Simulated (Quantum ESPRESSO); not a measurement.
## Quick settings and what they miss: CaC2 (R-3m, 3 atoms in the cell)

Self-consistent single point.

```yaml
crystal:
  lattice:
    - [1.98290, -1.14483, 4.03216]
    - [0.00000, 2.28966, 4.03216]
    - [-1.98290, -1.14483, 4.03216]
  atoms:
    - { symbol: Ca, position: [0.00000, 0.00000, 0.00000] }
    - { symbol: C, position: [0.55291, 0.55291, 0.55291] }
    - { symbol: C, position: [0.44709, 0.44709, 0.44709] }
```

Method: LDA (PZ), GBRV 1.5 ultrasoft (LDA) pseudopotentials (plane waves; Quantum ESPRESSO).

Base settings: ecutwfc = 40 Ry; ecutrho = 200 Ry; occupations = fixed; potentials = {Ca: ca_lda_v1.uspp.F.UPF, C: c_lda_v1.2.uspp.F.UPF}; K_POINTS = automatic 8 8 8 0 0 0; nbnd = 15; conv_thr = 1e-09 Ry.

Tight run (finer mesh or higher cutoff; not a proven limit): ecutwfc: 40 Ry → 56 Ry; ecutrho: 200 Ry → 280 Ry; conv_thr: 1e-09 Ry → 7.3e-11 Ry; K_POINTS: automatic 8 8 8 0 0 0 → automatic 11 11 11 0 0 0. It gave top of the valence band (on the code's own zero) 3.42 eV; gap on the k-point mesh 2.64 eV; pressure -9.21 GPa; largest force (vector length) 1.835 eV/Å.

Quick runs, as changes from the base:
- A: the base itself
- B: ecutwfc: 40 Ry → 24 Ry; ecutrho: 200 Ry → 120 Ry; K_POINTS: automatic 8 8 8 0 0 0 → automatic 6 6 6 0 0 0
- C: ecutwfc: 40 Ry → 28 Ry; ecutrho: 200 Ry → 140 Ry; occupations: fixed → smearing; nbnd: 15 → default; K_POINTS: automatic 8 8 8 0 0 0 → automatic 8 8 8 1 1 1; smearing: default → gauss; degauss: default → 0.036749 Ry
- D: ecutwfc: 40 Ry → 32 Ry; ecutrho: 200 Ry → 160 Ry; K_POINTS: automatic 8 8 8 0 0 0 → automatic 6 6 6 1 1 1
- E: ecutwfc: 40 Ry → 28 Ry; ecutrho: 200 Ry → 140 Ry; occupations: fixed → smearing; nbnd: 15 → default; K_POINTS: automatic 8 8 8 0 0 0 → automatic 4 4 4 0 0 0; smearing: default → fd; degauss: default → 0.0147 Ry
- F: occupations: fixed → smearing; nbnd: 15 → default; K_POINTS: automatic 8 8 8 0 0 0 → automatic 4 4 4 0 0 0; smearing: default → fd; degauss: default → 0.0099958 Ry

Gaps are read on each run's own mesh, which may miss the band edges.

The count of work is k-points × plane waves × bands × iterations; it is no time. 

The starting cell comes from a database of computed structures (which also holds hypothetical and non-ambient phases and stackings), without a prior relaxation at this level. Its lattice was rescaled by a random factor within 2.5 % of one. In the base run, with a pressure of about -9 GPa the cell is away from its equilibrium volume at this level. In the base run, forces exceed 1 eV/Å.

```
run  energy less tight (meV/atom)  pressure less tight (GPa)  largest miss in a force vector (eV/Å)  gap on the mesh less tight (eV)  count of work / tight
---  ----------------------------  -------------------------  -------------------------------------  -------------------------------  ---------------------
A                             3.8                      -0.13                                  0.003                           -0.080                   0.27
B                            22.7                      -1.24                                  0.040                           -0.080                  0.062
C                             8.5                      -0.09                                  0.011                            0.019                   0.13
D                             7.4                      -0.02                                  0.007                            0.095                  0.083
E                             9.0                      -0.08                                  0.008                           -0.081                  0.027
F                             4.2                      -0.12                                  0.001                           -0.081                  0.047
```

The base run finds a smaller gap than the tight one, whose mesh may miss a band edge.

Among the runs at the tight run's level, the energy misses run from 3.8 to 22.7 meV/atom.

Left out of this page: 1 run of the series outside the window shown, repeating another row's setting, or not comparable.
